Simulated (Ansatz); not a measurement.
Ansatz (a program for electronic structure) run on YSi (Cm, 4 atoms in the cell): relaxation of the atoms.

Method of the run: LDA (PW92), default PAW files made with PBE (plane waves; Ansatz).

The change in words: one atom moved by 0.15 angstrom; relax: default → atoms; relax.f_tol: default → 0.005 eV/Å. Reference geometry:
```
CELL_PARAMETERS angstrom
      2.13258    -5.25736     0.00000
      2.13258     5.25736     0.00000
      0.00000     0.00000     3.81448
ATOMIC_POSITIONS crystal
  Y  0.14063 0.85937 0.25000
  Y  0.85937 0.14063 0.75000
  Si 0.42448 0.57552 0.25000
  Si 0.57552 0.42448 0.75000
```

Reference input (self-consistent single point, DFT, LDA (PW92), plane waves, default PAW files made with PBE): basis.ecutwfc = 420 eV; kpoints.mp_grid.grid = 8 8 9; hamiltonian.xc = lda; hamiltonian.pseudopotentials = {kind: paw} (the program's default PAW files); scf.occupations.method = fermi_dirac; scf.occupations.width = 0.1 eV. This run's input differs from it in these lines:

```diff
@@ -7,3 +7,3 @@
   atoms:
-    - { symbol: Y, position: [0.140630, 0.859370, 0.250000] }
+    - { symbol: Y, position: [0.140630, 0.859370, 0.289324] }
     - { symbol: Y, position: [0.859370, 0.140630, 0.750000] }
@@ -24,2 +24,4 @@
     width: 0.1 eV
+relax:
+  f_tol: 0.005
 output:
```

Log, with long lists cut:

```
   [... SCF lines of the steps left out ...]
relax step   1: F+E_penalty+E_count = -8712.09331034 eV  Δ(F+E_penalty+E_count) = +0.000e0 eV  max|allowed force component| = 9.588e-1 eV/Å  Δτ_max = 0.0000 Å  (6 SCF iters, dr2 threshold 6.25e-7 eV, accepted)
relax step   2: F+E_penalty+E_count = -8712.12583087 eV  Δ(F+E_penalty+E_count) = -3.252e-2 eV  max|allowed force component| = 6.865e-1 eV/Å  Δτ_max = 0.1956 Å  (5 SCF iters, dr2 threshold 5.75e-5 eV, accepted)
relax step   3: F+E_penalty+E_count = -8712.16572594 eV  Δ(F+E_penalty+E_count) = -3.990e-2 eV  max|allowed force component| = 1.783e-2 eV/Å  Δτ_max = 0.0819 Å  (4 SCF iters, dr2 threshold 2.95e-5 eV, accepted)
relax step   4: F+E_penalty+E_count = -8712.16572686 eV  Δ(F+E_penalty+E_count) = -9.214e-7 eV  max|allowed force component| = 1.822e-2 eV/Å  Δτ_max = 0.0000 Å  (3 SCF iters, accepted)
relax step   5: F+E_penalty+E_count = -8712.16575646 eV  Δ(F+E_penalty+E_count) = -2.960e-5 eV  max|allowed force component| = 6.520e-3 eV/Å  Δτ_max = 0.0023 Å  (4 SCF iters, accepted)
relax step   6: F+E_penalty+E_count = -8712.16576339 eV  Δ(F+E_penalty+E_count) = -6.926e-6 eV  max|allowed force component| = 1.722e-4 eV/Å  Δτ_max = 0.0006 Å  (3 SCF iters, accepted)
the relaxation is at rest under the 2 symmetry operations that the run kept from its start: a minimum is not shown …
Stability not checked: this state was not tested for a lower state beside it, because too few of the mixer's solves of this state at the end of the SCF gave a …
Free energy (F): -8712.165763 eV
Internal energy: -8712.097076 eV  (E = F + TS)
E sigma→0 (E₀):  -8712.131420 eV
Entropy (-TS):   -0.068687 eV (-17.172 meV/atom)
Fermi energy:    10.403560 eV
--- Forces (eV/Å), atoms counted from 1 ---
  atom   1  Y      0.00000000    -0.00017210     0.00001191
   [... lines left out ...]
  atoms:
    - { symbol: Y, position: [0.14005097020583968, 0.8599490297941603, 0.25983009718542605] }
    - { symbol: Y, position: [0.8599477500075632, 0.14005224999243687, 0.7598322384231071] }
    - { symbol: Si, position: [0.42394454005244936, 0.5760554599475507, 0.25983026109329443] }
    - { symbol: Si, position: [0.5760567397341477, 0.4239432602658523, 0.7598314032981721] }
```

The run converged.  The full log also holds: “iter 5 did not close the SCF: its close was put off for the readings that it lacked (scf_convergence_deferred on its scf_iter line)”.

Summary of the result:
Free energy E − TS (on the zero of these files): -8712.1658 eV
Fermi level (on the code's own zero): 10.40 eV
Pressure: -3.54 GPa
Relaxation steps: 6

The starting cell comes from a database of computed structures (which also holds hypothetical and non-ambient phases and stackings), without a prior relaxation at this level. Its lattice was rescaled by up to half a per cent. For this run, on top of that: one atom moved by 0.15 angstrom. Ansatz's pressure includes its estimate of the finite-basis (Pulay) stress.

Cost on one core of a shared machine: roughly 80 s.

Keys are those of Ansatz 0.2.
